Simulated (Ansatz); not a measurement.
TlAsF6 (space group R-3, No. 148; a cell from a computed database, its experimental status unchecked)

```
TlAsF6
1.0
    3.80344     2.19592     2.50063
   -3.80344     2.19592     2.50063
    0.00000    -4.39184     2.50063
Tl As F
1 1 6
Cartesian
  0.00000   0.00000   0.00000
  0.00000   0.00000   3.75094
 -0.24962   1.40194   4.77580
  0.24962  -1.40194   2.72607
 -1.08931  -0.91714   4.77580
  1.08931   0.91714   2.72607
  1.33892  -0.48480   4.77580
 -1.33892   0.48480   2.72607
```

The values are results of Ansatz (an electronic-structure program) PBEsol, no spin-orbit coupling, not measurements. k-mesh 7×7×7 (Γ-centred); smearing 0.05 eV (Fermi–Dirac).

```yaml
volume_per_atom: 15.66 Å³
density: 5.21 g/cm³
band_gap: "4.75 eV (uncertain: the edges found on the path are not clean extrema)"
total_energy: -2613.971 eV/atom (σ→0; compares only within this code and set-up)
```

With Tl present, leaving out spin-orbit coupling can change the band edges. Stability against distortions was not tested.
